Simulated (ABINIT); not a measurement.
Band structure of ZrH (P4_2/mmc, 4 atoms in the cell).

```
ZrH
1.0
    3.26696     0.00000     0.00000
    0.00000     3.26696     0.00000
    0.00000     0.00000     5.04998
Zr H
2 2
Direct
  0.00000   0.50000   0.50000
  0.50000   0.00000   0.00000
  0.50000   0.50000   0.25000
  0.50000   0.50000   0.75000
```

Level of theory: PBEsol, norm-conserving pseudopotentials (PseudoDojo nc-sr-04 PBEsol standard) (plane waves; ABINIT).

Settings: pseudos = [Zr.upf, H.upf]; ecut = 36 Ha; ixc = -116133; occopt = 3; tsmear = 0.00183747 Ha; ngkpt = 7 7 5; nshiftk = 1; shiftk = 0 0 0; potentials = PseudoDojo nc-sr-04 PBEsol standard; kptopt = 1; nstep = 100; toldfe1 = 1e-09 Ha; ndtset = 2.

The starting cell comes from a database of computed structures (which also holds hypothetical and non-ambient phases and stackings), without a prior relaxation at this level. Its lattice was rescaled by a random factor within 2.5 % of one.

Levels in eV from the Fermi level, bands 10 to 17:
| point | 10 | 11 | 12 | 13 | 14 | 15 | 16 | 17 |
|---|---|---|---|---|---|---|---|---|
| Γ | -3.57 | -2.95 | -2.78 | -0.03 | 0.66 | 0.66 | 2.06 | 3.26 |
| X | -5.36 | -1.98 | -0.79 | -0.59 | -0.26 | 1.62 | 1.85 | 2.17 |
| M | -3.93 | -2.82 | -2.82 | -1.80 | 2.71 | 3.69 | 4.09 | 4.09 |
| Z | -6.67 | -1.70 | -1.70 | -0.06 | -0.06 | 1.70 | 1.70 | 2.28 |
| R | -4.07 | -2.73 | -0.23 | 0.19 | 0.42 | 0.60 | 1.08 | 3.79 |
| A | -5.38 | -1.93 | -1.93 | -0.33 | -0.33 | 1.48 | 1.48 | 4.93 |

Bands cross the Fermi level along this path, so the cell is metallic at this level.
